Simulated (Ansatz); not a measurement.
Take TiO2 in the anatase structure (space group I4_1/amd, No. 141; a = 3.7393 Å, c = 9.4551 Å) as the base. Axes: x, y, z lie along a, b, c of the conventional cell.

Structures relaxed with DFT with LDA, PAW potentials and a 420 eV plane-wave cutoff in Ansatz (an electronic-structure program), scalar-relativistic without spin-orbit coupling.

Base:

Simulated powder pattern, Cu Kα, λ = 1.54184 Å (kinematic, ideal powder, no thermal factors, no anomalous dispersion; the 8 strongest lines at most, above 2 %, up to 2θ = 90°):

```csv
2θ (°),I/Imax (%),hkl
25.62,100,(101)
38.07,21,(004)
48.70,29,(200)
54.37,19,(105)
55.83,18,(211)
63.43,15,(204)
71.34,7.3,(220)
75.96,12,(215)
```

After one change:

Simulated powder pattern, Cu Kα, λ = 1.54184 Å (kinematic, ideal powder, no thermal factors, no anomalous dispersion; the 8 strongest lines at most, above 2 %, up to 2θ = 90°):

```
2θ (°)  I/Imax (%)
------  ----------
24.96          100
25.62           99
38.07           40
47.20           31
48.70           28
54.37           20
54.47           20
55.49           17
```

### Question
Which change produced these results?
A) uniaxial strain ε_xx = +1.80 %
B) uniaxial strain ε_xx = +0.60 %
C) uniaxial strain ε_xx = +2.40 %
D) uniaxial strain ε_xx = +3.00 %

### Answer
D, uniaxial strain ε_xx = +3.00 %. Its volume per atom is 11.35 Å³ against 11.02 Å³, and its space group is Imma (No. 74).

No phonon test of stability was made. All final runs are without spin polarisation.
